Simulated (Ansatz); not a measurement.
Tunnelling through a barrier is set by its complex band structure: the current falls as exp(−2κd) with the smallest κ.

Here is the system:

```
CSi
1.0
    3.07351     0.00000     0.00000
   -1.53675     2.66174     0.00000
    0.00000     0.00000     5.19661
Si C
2 2
Direct
  0.33333   0.66667   0.49960
  0.66667   0.33333   0.99960
  0.33333   0.66667   0.87540
  0.66667   0.33333   0.37540
```

The cell is strained (lengths along the current scaled by 1.03, ions clamped); by r2SCAN it stands under a pressure of -5.6 GPa.

Transport runs along the normal of the first two printed cell vectors, the (001) (indices of the unstrained crystal) plane of the conventional cell.

The gap is the functional's own. No spin-orbit coupling. Mid-gap values are those at the computed energy nearest the middle.

### Question
Give the band gap and the smallest decay constant κ at mid-gap that Ansatz (an electronic-structure program) with r2SCAN yields.

### Answer
Gap 2.58 eV on a 12×12×6 mesh; κ = 0.223 1/Å, at the zone centre.
